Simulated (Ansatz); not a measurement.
System: Mg2NbN3 (C2/m, No. 12, 12 atoms in the cell; start mp-1247557). Method: LDA (Ansatz, a quantum-chemistry and plane-wave program, plane waves, PAW).

Numerical settings: plane-wave cutoff 520 eV, 8×8×8 k mesh, Fermi–Dirac smearing 0.01 eV, no spin polarisation, scalar-relativistic PAW data made under PBE.

Cell (relaxed at this level):

```yaml
crystal:
  lattice:
    - [2.64800, -4.57997, 0.00101]
    - [2.64800, 4.57997, 0.00101]
    - [-1.77688, 0.00000, 4.97110]
  atoms:
    - { symbol: Mg, position: [0.83681, 0.16319, 0.50000] }
    - { symbol: Mg, position: [0.16319, 0.83681, 0.50000] }
    - { symbol: Mg, position: [0.50000, 0.50000, 0.50000] }
    - { symbol: Mg, position: [0.00000, 0.00000, 0.00000] }
    - { symbol: Nb, position: [0.33202, 0.66798, 0.00000] }
    - { symbol: Nb, position: [0.66798, 0.33202, 0.00000] }
    - { symbol: N, position: [0.42463, 0.07817, 0.23448] }
    - { symbol: N, position: [0.57537, 0.92183, 0.76552] }
    - { symbol: N, position: [0.92183, 0.57537, 0.76552] }
    - { symbol: N, position: [0.07817, 0.42463, 0.23448] }
    - { symbol: N, position: [0.73338, 0.73338, 0.23906] }
    - { symbol: N, position: [0.26662, 0.26662, 0.76094] }
```

Give the computed band gap and Γ–Γ gap.


* **band gap**: 0.80 eV (on the SCF k mesh)
* **Γ–Γ gap**: 2.22 eV

Note: the relaxation could not lower the start's symmetry, so the cell can be a saddle point above a distorted one.

Spin–orbit coupling is not included.

The computed numbers hold no vibrational or temperature effects.

Cost on a shared machine: very roughly 12 core-minutes.

A start named mp-… is a Materials Project structure, which need not be a measured phase.
